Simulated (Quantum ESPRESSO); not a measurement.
A self-consistent single point of CoBiO3 (P1, 5 atoms in the cell) with Quantum ESPRESSO.

Computed with PBEsol, SSSP 1.1.2 efficiency (PBE) pseudopotentials (plane waves; Quantum ESPRESSO).

The change in words: atoms moved at random. Reference geometry:
```
CELL_PARAMETERS angstrom
      3.71587     0.00000     0.00000
      0.00000     3.71587     0.00000
      0.00000     0.00000     4.01158
ATOMIC_POSITIONS crystal
  Co 0.50000 0.50000 0.62281
  Bi 0.00000 0.00000 0.05096
  O  0.50000 0.00000 0.69608
  O  0.00000 0.50000 0.69608
  O  0.50000 0.50000 0.16257
```

Reference input (self-consistent single point, DFT, PBEsol, plane waves, SSSP 1.1.2 efficiency (PBE) pseudopotentials): ecutwfc = 55 Ry; ecutrho = 440 Ry; occupations = smearing; smearing = fd; degauss = 0.0073499 Ry; input_dft = pbesol; potentials = {Co: Co_pbe_v1.2.uspp.F.UPF, Bi: Bi_pbe_v1.uspp.F.UPF, O: O.pbe-n-kjpaw_psl.0.1.UPF}; K_POINTS = automatic 9 9 9 0 0 0; conv_thr = 1e-10 Ry. This run's input differs from it in these lines:

```diff
@@ -27,7 +27,7 @@
 ATOMIC_POSITIONS crystal
-Co    0.5000000000    0.5000000000    0.6228100000
-Bi    0.0000000000    0.0000000000    0.0509600000
-O     0.5000000000    0.0000000000    0.6960800000
-O     0.0000000000    0.5000000000    0.6960800000
-O     0.5000000000    0.5000000000    0.1625700000
+Co    0.4914540000    0.5090330000    0.6194030000
+Bi   -0.0089480000    0.0005410000    0.0463770000
+O     0.5069060000    0.0051360000    0.7060670000
+O     0.0070230000    0.4867200000    0.6961440000
+O     0.5035660000    0.4985710000    0.1605090000
 K_POINTS automatic
```

Output (repeated stretches shortened):

```
     Self-consistent Calculation

     iteration #  1     ecut=    55.00 Ry     beta= 0.70

     negative rho (up, down):  4.679E-02 0.000E+00

     total energy              =    -585.04353162 Ry
     estimated scf accuracy    <      27.13211540 Ry

     iteration #  2     ecut=    55.00 Ry     beta= 0.70

     negative rho (up, down):  4.470E-02 0.000E+00

     total energy              =    -602.24850995 Ry
     estimated scf accuracy    <     105.84865777 Ry

     iteration #  3     ecut=    55.00 Ry     beta= 0.70

     negative rho (up, down):  4.422E-02 0.000E+00

     total energy              =    -608.36130065 Ry
     estimated scf accuracy    <      21.18897035 Ry

   [... 16 blocks of this kind left out ...]

     iteration # 20     ecut=    55.00 Ry     beta= 0.70

     negative rho (up, down):  4.116E-02 0.000E+00

     total energy              =    -606.45942398 Ry
     estimated scf accuracy    <          2.6E-10 Ry

     iteration # 21     ecut=    55.00 Ry     beta= 0.70

     negative rho (up, down):  4.116E-02 0.000E+00
     End of self-consistent calculation

     Number of k-points >= 100: set verbosity='high' to print the bands.

     the Fermi energy is    13.4732 ev

!    total energy              =    -606.45942398 Ry
     estimated scf accuracy    <          1.7E-11 Ry
     smearing contrib. (-TS)   =      -0.00569881 Ry
     internal energy E=F+TS    =    -606.45372517 Ry

     convergence has been achieved in  21 iterations

     negative rho (up, down):  4.116E-02 0.000E+00

     Forces acting on atoms (cartesian axes, Ry/au):

     atom    1 type  1   force =     0.03472605   -0.01825492    0.00457763
     atom    2 type  2   force =     0.00153864    0.00244230    0.02186036
     atom    3 type  3   force =    -0.01287664   -0.00130280   -0.02162855
     atom    4 type  3   force =    -0.02992474    0.01890471   -0.00554639
   [... lines left out ...]
     Total force =     0.063338     Total SCF correction =     0.000004
   [... lines left out ...]

     negative rho (up, down):  4.116E-02 0.000E+00
          total   stress  (Ry/bohr**3)                   (kbar)     P=       12.14
   0.00010538   0.00001284   0.00003327           15.50        1.89        4.89
   0.00001284  -0.00004161   0.00000620            1.89       -6.12        0.91
   0.00003327   0.00000620   0.00018383            4.89        0.91       27.04

   JOB DONE.
```

The run converged in 21 iterations. Against the reference run the free energy goes up by 12.3 meV/atom, the pressure goes from -0.38 to 1.21 GPa and the largest force goes from 0.244 to 1.016 eV/Å.

The starting cell comes from a database of computed structures (which also holds hypothetical and non-ambient phases and stackings), without a prior relaxation at this level. Its lattice was rescaled by a random factor within 2.5 % of one. For this run, on top of that: atoms moved at random. Spin polarisation is off, so a magnetic state, if there is one, cannot be reached. Forces in this geometry exceed 1 eV/Å.

Cost on one core of a shared machine: roughly 6 min.
